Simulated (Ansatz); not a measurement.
The parent structure is ZnSnP2 in the chalcopyrite structure (space group I-42d, No. 122; a = 5.6503 Å, c = 11.3254 Å).

Level of theory: Ansatz (a quantum-chemistry and plane-wave program), r2SCAN, PAW, cutoff 500 eV, no spin-orbit coupling.

Before the change:

The volume per atom is 22.60 Å³. The valence-band top at Γ is 0.00, 0.00, -0.01 eV and the band gap is 1.25 eV.

It is then changed as follows: every P is replaced by N; the structure is relaxed again.

Tabulated Pauling electronegativity and covalent radius: P 2.19, 1.07 Å; N 3.04, 0.71 Å.

**Question.** Estimate the effect on the volume per atom, valence-band top at Γ and band gap.

**Answer.** The volume per atom decreases by 9.12 Å³ to 13.48 Å³; the valence-band top at Γ (three highest levels, from the VBM) goes from 0.00, 0.00, -0.01 eV to 0.00, 0.00, -0.02 eV; the band gap drops by 0.86 eV to 0.39 eV.

No phonon test of stability was made. As relaxed here, ZnSnN2 is a hypothetical phase, not in the database extracts checked.
